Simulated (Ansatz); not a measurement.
Al (model structure, started from the diamond type, Fd-3m, No. 227, 2 atoms in the cell) was calculated with r²SCAN (plane waves, PAW; Ansatz, a quantum-chemistry and plane-wave program).

Input file:

Ansatz 0.2 input:
```yaml
crystal:
  lattice:
    - [0.0, 3.0339463133, 3.0339463133]
    - [3.0339463133, 0.0, 3.0339463133]
    - [3.0339463133, 3.0339463133, 0.0]
  atoms:
    - { symbol: Al, position: [0.25, 0.25, 0.25] }
    - { symbol: Al, position: [0.0, 0.0, 0.0] }
basis:
  ecutwfc: 560
  ecutrho_ratio: 4
  xc_grid: 3
kpoints:
  mp_grid: { grid: [18, 18, 18] }
hamiltonian:
  xc: r2scan
  dispersion: none
  pseudopotentials: { kind: paw }
scf:
  occupations: { method: fermi_dirac, width: 0.05 }
output:
  forces: true
  stress: true
  eigenvalues: true
relax:
  f_tol: 0.004
  escape_saddle: false
  max_steps: 80
```

The run printed, among other lines:

```
WARN output.stress: scf.convergence.dr2_threshold = 1e-7 eV (the SCF's general default) is looser than the 2e-10 eV advised for a printed stress (1e-10 eV for …
Relaxation: its limit of steps is 80 (relax.max_steps)
Crystal: 2 atoms, lattice volume = 55.854 Å³
Basis set: ecut = 560 eV, 1687 PW (Γ), exchange–correlation on 108×108×108 points (27 copies of the dense FFT grid, shifted against one another)
Bands: 7, of which v1, the nominal top of the filled ones, is band 3 counted from 1 (2 counted from 0)
Symmetry: 48 space group operations
Space group: Fd-3m (ITA 227), of the structure as read, at distance tolerance 3.8e-5 Å
k-points: 195 of 5832
Functional: x = r2scan, c = r2scan; τ floored in thin density (d = 2e-4 eV/Å³)
SCF iter   1: F=—  HF=-1079.190504 eV  |F-HF|=—  |Δ(HF+E_count)|=         —  Δρ=1.86e-3  dr2=2.64e-3  dr2_τ=4.10e-3
SCF iter   2: F=—  HF=-1079.198409 eV  |F-HF|=—  |Δ(HF+E_count)|=   7.91e-3  Δρ=1.35e-3  dr2=1.30e-3  dr2_τ=5.92e-6
  ...
SCF 1 converged in 6 iterations: F = -1079.198389 eV  dr2 = 6.08e-11
relax step   1: F+E_penalty+E_count = -1079.19838860 eV  Δ(F+E_penalty+E_count) = +0.000e0 eV  max|allowed force component| = 9.252e-18 eV/Å  Δτ_max = 0.0000 Å  (6 SCF iters, accepted)
Crystal: 2 atoms, lattice volume = 55.854 Å³
Initial density: handed on by an earlier stage of this run
SCF iter   1: F=—  HF=-1079.198389 eV  |F-HF|=—  |Δ(HF+E_count)|=         —  Δρ=3.05e-7  dr2=6.09e-11  dr2_τ=2.22e-13
SCF iter   2: F=-1079.198389 eV  HF=-1079.198389 eV  |F-HF|=1.18e-11  |Δ(HF+E_count)|=  3.46e-11  Δρ=1.63e-7  dr2=1.48e-11  dr2_τ=6.80e-14
SCF 2 converged in 2 iterations: F = -1079.198389 eV  dr2 = 1.48e-11
SCF converged after 2 iterations
Free energy (F): -1079.198389 eV
Internal energy: -1079.185420 eV  (E = F + TS)
E sigma→0 (E₀):  -1079.191905 eV
Fermi energy:    2.618177 eV
--- Forces (eV/Å), atoms counted from 1 ---
  atom   1  Al    -0.00000000     0.00000000    -0.00000000
  atom   2  Al    -0.00000000     0.00000000     0.00000000
--- Stress (GPa, compression-positive) ---
       -0.765775      -0.000000      -0.000000
       -0.000000      -0.765775       0.000000
       -0.000000       0.000000      -0.765775
  P = ⅓ Tr σ = -0.7658 GPa (-7.658 kbar)
```

The cell is one volume of an energy–volume scan, off the minimum.

The PAW data were made under PBE.

Note: the relaxation could raise the start's symmetry but not lower it, so the cell can be a saddle point.

A model structure was made by putting elements into a prototype or built by hand; it is no filed structure, need not be a known phase, and can be a saddle point held by its symmetry.
